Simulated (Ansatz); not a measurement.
# GaCuSe2: uniaxial strain ε_zz = −1.50 %

Base system: GaCuSe₂ in the chalcopyrite structure (space group I-42d, No. 122; a = 5.508 Å, c = 10.962 Å). Axes: x, y, z lie along a, b, c of the conventional cell.

One thing is altered: the cell is compressed by 1.50 % along z with no lateral relaxation, atoms relaxed at fixed cell.

All numbers come from Ansatz (a first-principles code), LDA, PAW, cutoff 420 eV, no spin-orbit coupling. Settings: 9×9×9 k-points, 0.05 eV Fermi–Dirac smearing.

| quantity | base | changed | shift |
|---|---|---|---|
| space group | I-42d (No. 122) | I-42d (No. 122) | – |
| energy relative to the base (free energy F) | 0 meV/atom | +1.6 meV/atom | +1.6 meV/atom |
| pressure (mean of the normal stresses, compression positive) | 0.00 GPa | 1.21 GPa | +1.21 GPa |
| band gap | 0.17 eV | 0.22 eV | +0.05 eV |
| gap character | direct at Γ | direct at Γ | – |
| width of the top valence band | 1.11 eV | 1.17 eV | +0.06 eV |
| valence-band top at Γ (three highest levels, from the VBM) | 0.00, -0.09, -0.09 eV | 0.00, -0.13, -0.13 eV | – |
| stress (xx, yy, zz, yz, xz, xy; compression positive) | – | (1.01, 1.01, 1.62, 0.00, 0.00, 0.00) GPa | – |

Final structure:

```xyz
8
Lattice="-2.7542 2.7542 5.3985 2.7542 -2.7542 5.3985 2.7542 2.7542 -5.3985" Properties=species:S:1:pos:R:3 pbc="T T T"
Ga     0.0000     0.0000     5.3985
Ga     2.7542     0.0000     2.6993
Cu     0.0000     0.0000     0.0000
Cu     0.0000     2.7542     2.6993
Se     1.4268     1.3771     6.7482
Se     4.1313     1.3274    -1.3496
Se     1.3274     1.3771     1.3496
Se    -1.3771     1.4268     4.0489
```

Whether these cells are dynamically stable was not tested. The final runs are not spin-polarised. The zero or small gap of GaCuSe2 can change with the level of theory.
